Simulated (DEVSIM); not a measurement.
Device: abrupt Si n-p junction, at 300 K.

```csv
layer (left to right),material,thickness (μm),Nd (cm⁻³),Na (cm⁻³),τn (s),τp (s)
1,Si,0.100,6.1e18,-,1e-5,1e-5
2,Si,11.0,-,5.3e15,1e-5,1e-5
```

Left contact: ohmic. Right contact: ohmic. Voltage is applied to the left contact. Recombination: SRH at mid-gap, Auger. Mobility is μmin + (μ − μmin)/(1 + (N/Nref)^α).

The device is made up for the run: typed textbook-type constants, with dimensions and the other settings drawn at random. Values at 300 K; Nc and Nv go as T^1.5, mobilities as T to minus their exponent, the gap by Varshni's rule with the affinity fixed.

```tsv
parameter	Si
gap (eV)	1.124
affinity (eV)	4.05
permittivity	11.7
Nc (cm⁻³)	2.86e19
Nv (cm⁻³)	3.1e19
μn (cm²/Vs)	1417
μp (cm²/Vs)	470
μn,min	52
μp,min	45
Nref,n	9.7e16
Nref,p	2.2e17
αn	0.68
αp	0.72
T exponent of μn	2.3
T exponent of μp	2.2
Cn (cm⁶/s)	2.8e-31
Cp (cm⁶/s)	9.9e-32
Varshni α (eV/K)	0.000473
Varshni β (K)	636
```

DEVSIM, 1D drift-diffusion, Boltzmann statistics, complete ionisation; no tunnelling, impact ionisation, image-force lowering or self-heating.

Base results: largest field in the device at zero bias (V/cm) 140000; dark forward voltage at 1 A/cm² (V) 0.594; potential step across the device at zero bias (V) 0.860; dark forward voltage at 100 A/cm² (V) 0.738.

### Question
What follows from this one change: doping Na of layer 2 5.3e+15 → 1.6e+17 cm^-3?

### Answer
largest field in the device at zero bias 140000 → 230000 V/cm; dark forward voltage at 1 A/cm² 0.594 → 0.692 V; potential step across the device at zero bias 0.860 → 0.948 V; dark forward voltage at 100 A/cm² 0.738 → 0.817 V.

### Question
What follows from this one change: temperature 300 → 250 K?

### Answer
largest field in the device at zero bias 140000 → 130000 V/cm; dark forward voltage at 1 A/cm² 0.594 → 0.701 V; potential step across the device at zero bias 0.860 → 0.928 V; dark forward voltage at 100 A/cm² 0.738 → 0.819 V.

### Question
What follows from this one change: thickness of layer 2 11 → 3.8 μm?

### Answer
largest field in the device at zero bias little changed (140000 V/cm); dark forward voltage at 1 A/cm² 0.594 → 0.566 V; potential step across the device at zero bias little changed (0.860 V); dark forward voltage at 100 A/cm² 0.738 → 0.697 V.
